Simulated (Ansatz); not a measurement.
Consider CsPbBr$_{3}$ in the cubic perovskite structure (space group Pm-3m, No. 221; a = 5.770 Å). Axes: x, y, z lie along the cube axes.

Calculations: DFT with LDA, PAW potentials and a 420 eV plane-wave cutoff in Ansatz (an electronic-structure program), no spin-orbit coupling.

Strains are applied to the cell and any free atomic positions relax; under biaxial strain the out-of-plane vector relaxes too.

One change was made to it. Results:

The band gap shrinks by 0.051 eV (1.17 eV → 1.11 eV); the energy increases by 0.4 meV/atom; the shortest interatomic distance drops by 0.4 pm (288.5 pm → 288.1 pm).

Q: What was done to the base?
(A) biaxial strain −1.00 %, plane normal [111], relaxed out of plane
(B) biaxial strain −2.50 %, plane normal [111], relaxed out of plane
(C) biaxial strain −2.00 %, plane normal [111], relaxed out of plane

A: A, biaxial strain −1.00 %, plane normal [111], relaxed out of plane. For comparison, the band gap in the other runs: biaxial strain −2.50 %, plane normal [111], relaxed out of plane gives 1.05 eV; biaxial strain −2.00 %, plane normal [111], relaxed out of plane gives 1.07 eV.

Spin-orbit coupling, missing from the scalar runs, can matter with Pb. Whether these cells are dynamically stable was not tested. Many cubic perovskites are stable only at high temperature; tilts and polar distortions were not tested. This is not the structure that CsPbBr3 has at room temperature and ambient pressure.
